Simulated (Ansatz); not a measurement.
## WC: response to strain

Take WC (space group P-6m2, No. 187; a = 2.8991 Å, c = 2.8268 Å; relaxed with 0.1 eV smearing) as the base.

Strains are applied to the cell and any free atomic positions relax.

All numbers come from Kohn–Sham DFT with the PBEsol functional, run in Ansatz (a quantum-chemistry and plane-wave program) with PAW and 420 eV plane waves, without spin-orbit coupling.

Candidates:
(a) isotropic strain +3.00 %
(b) isotropic strain +1.00 %
(c) isotropic strain −1.50 %
(d) isotropic strain −1.00 %

Notes on the quantities. energy relative to the base: free energy F.

Task: Order them by energy relative to the base, highest first.

Result: (a) isotropic strain +3.00 % (+97 meV/atom), (c) isotropic strain −1.50 % (+28 meV/atom), (d) isotropic strain −1.00 % (+12 meV/atom), (b) isotropic strain +1.00 % (+11 meV/atom)

Stability against distortions was not tested. The final runs are not spin-polarised.
